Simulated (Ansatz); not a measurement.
Base system: SnO₂ in the rutile structure (space group P4_2/mnm, No. 136; a = 4.7224 Å, c = 3.1903 Å). Axes: x, y, z lie along a, b, c of the conventional cell.

Level of theory: Kohn–Sham DFT with the LDA functional, run in Ansatz (a first-principles code) with PAW and 420 eV plane waves, no spin-orbit coupling.

The change: tensor shear ε_xz = +1.67 % (engineering shear γ = 0.0334); the atoms relax in the strained cell.

Q: Predict the stress tensor and what it implies for the stiffness.

A: Stress of the strained cell less that of the base (GPa, compression positive):
```
   0.11    0.00   -3.15
   0.00    0.11    0.00
  -3.15    0.00    0.01
```

Then −Δσ/γ with γ = 2ε = 0.0334 gives secant stiffness values (nonlinear terms included at this strain): C55 ≈ 94 GPa.

Whether these cells are dynamically stable was not tested.
